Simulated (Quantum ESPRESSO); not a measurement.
A self-consistent single point of Zr2Ga (Fmm2, 6 atoms in the cell) with Quantum ESPRESSO.

Level of theory: PBEsol, GBRV 1.5 ultrasoft (PBESOL) pseudopotentials (plane waves; Quantum ESPRESSO).

```
CELL_PARAMETERS angstrom
     -3.32795     3.32795     2.72813
      3.32795    -3.32795     2.72813
      3.32795     3.32795    -2.72813
ATOMIC_POSITIONS crystal
  Zr 0.65917 0.15917 0.81834
  Zr 0.34614 0.84614 0.19228
  Zr 0.15386 0.34614 0.50000
  Zr 0.84614 0.65386 0.50000
  Ga 0.25000 0.25000 0.00000
  Ga 0.75000 0.75000 0.00000
```

Reference input (self-consistent single point, DFT, PBEsol, plane waves, GBRV 1.5 ultrasoft (PBESOL) pseudopotentials): ecutwfc = 50 Ry; ecutrho = 400 Ry; occupations = smearing; smearing = gauss; degauss = 0.0073499 Ry; potentials = {Zr: zr_pbesol_v1.uspp.F.UPF, Ga: ga_pbesol_v1.4.uspp.F.UPF}; K_POINTS = automatic 4 4 4 0 0 0; conv_thr = 1e-10 Ry; mixing_beta = 0.5. This run's input differs from it in these lines:

```diff
@@ -9,6 +9,3 @@
 &system
-  ibrav = 10
-  celldm(1) = 10.3108408442
-  celldm(2) = 1.725146764596
-  celldm(3) = 1.725146764596
+  ibrav = 0
   nat = 6
@@ -29,10 +26,14 @@
 ATOMIC_POSITIONS crystal
-Zr    0.6591720000   -0.6591720000    0.1591720000
-Zr    0.3461400000    0.6538600000   -0.1538600000
-Zr    0.1538600000   -0.1538600000    0.3461400000
-Zr    0.8461400000    0.1538600000   -0.3461400000
-Ga    0.2500000000    0.2500000000   -0.2500000000
-Ga    0.7500000000    0.7500000000   -0.7500000000
+Zr    0.6591720000    0.1591720000    0.8183440000
+Zr    0.3461400000    0.8461400000    0.1922800000
+Zr    0.1538600000    0.3461400000    0.5000000000
+Zr    0.8461400000    0.6538600000    0.5000000000
+Ga    0.2500000000    0.2500000000    0.0000000000
+Ga    0.7500000000    0.7500000000    0.0000000000
 K_POINTS automatic
-4 4 4  0 0 0
+6 6 6  1 1 1
+CELL_PARAMETERS angstrom
+  -3.3279460000     3.3279460000     2.7281310000
+   3.3279460000    -3.3279460000     2.7281310000
+   3.3279460000     3.3279460000    -2.7281310000
```

Output (repeated stretches shortened):

```
     Self-consistent Calculation

     iteration #  1     ecut=    50.00 Ry     beta= 0.50

     negative rho (up, down):  2.454E-01 0.000E+00

     total energy              =   -1225.57214658 Ry
     estimated scf accuracy    <       3.07840373 Ry

     iteration #  2     ecut=    50.00 Ry     beta= 0.50

     negative rho (up, down):  2.462E-01 0.000E+00

     total energy              =   -1226.60408632 Ry
     estimated scf accuracy    <       0.73543603 Ry

     iteration #  3     ecut=    50.00 Ry     beta= 0.50

     negative rho (up, down):  2.474E-01 0.000E+00

     total energy              =   -1226.72740789 Ry
     estimated scf accuracy    <       0.03195996 Ry

   [... 9 blocks of this kind left out ...]

     iteration # 13     ecut=    50.00 Ry     beta= 0.50

     negative rho (up, down):  2.477E-01 0.000E+00

     total energy              =   -1226.73383547 Ry
     estimated scf accuracy    <          5.2E-10 Ry

     iteration # 14     ecut=    50.00 Ry     beta= 0.50

     negative rho (up, down):  2.477E-01 0.000E+00
     End of self-consistent calculation

     the Fermi energy is    13.7767 ev

!    total energy              =   -1226.73383547 Ry
     estimated scf accuracy    <          1.9E-11 Ry
     smearing contrib. (-TS)   =      -0.00266134 Ry
     internal energy E=F+TS    =   -1226.73117413 Ry

     convergence has been achieved in  14 iterations

     negative rho (up, down):  2.477E-01 0.000E+00

     Forces acting on atoms (cartesian axes, Ry/au):

     atom    1 type  1   force =    -0.00702142   -0.00702142    0.00000000
     atom    2 type  1   force =     0.00399789    0.00399789    0.00000000
     atom    3 type  1   force =     0.00233740   -0.00074735    0.00000000
     atom    4 type  1   force =    -0.00074735    0.00233740    0.00000000
     atom    5 type  2   force =     0.00071674    0.00071674    0.00000000
   [... lines left out ...]
     Total force =     0.012028     Total SCF correction =     0.000006
   [... lines left out ...]

     negative rho (up, down):  2.477E-01 0.000E+00
          total   stress  (Ry/bohr**3)                   (kbar)     P=      -23.82
  -0.00014234  -0.00001033  -0.00000000          -20.94       -1.52       -0.00
  -0.00001033  -0.00014234  -0.00000000           -1.52      -20.94       -0.00
   0.00000000   0.00000000  -0.00020111            0.00        0.00      -29.58

   JOB DONE.
```

The run converged in 14 iterations. Against the reference run the free energy drops by 1.8 meV/atom, the pressure hardly changes (-2.44 to -2.38 GPa) and the largest force goes from 0.246 to 0.255 eV/Å.

The starting cell comes from a database of computed structures (which also holds hypothetical and non-ambient phases and stackings), without a prior relaxation at this level. Its lattice was rescaled by up to half a per cent. One atom was moved a little off its site on purpose.

Cost on one core of a shared machine: roughly 5 min.
